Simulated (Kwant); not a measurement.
System: wire with a side stub in a GaAs two-dimensional gas. Effective mass 0.067 mₑ, grid spacing 2 nm, hard walls, nominal width 60 nm (29 grid rows, so walls 60 nm apart), one parabolic valley, scattering region 180 nm long along x; energies count from the band bottom; Fermi energy swept from 0.0012472 to 0.01481 eV. Closed stub on one side, 48 nm wide and 47 nm deep.

The device is made up for the run: typed textbook-type constants, with dimensions and the other settings drawn at random.

Model: effective-mass tight-binding model on a square grid, one spin, coherent transport at 0 K (Kwant). Conductance is in e²/h.

Problem. How many channels do the leads carry at E = 9.80, 9.91 meV?

Solution. The hard-wall thresholds are n² ħ²π²/(2mW²) = n² × 1.56 meV with W = 60 nm. √(9.80/1.56) = 2.51, so 2. √(9.91/1.56) = 2.52, so 2.
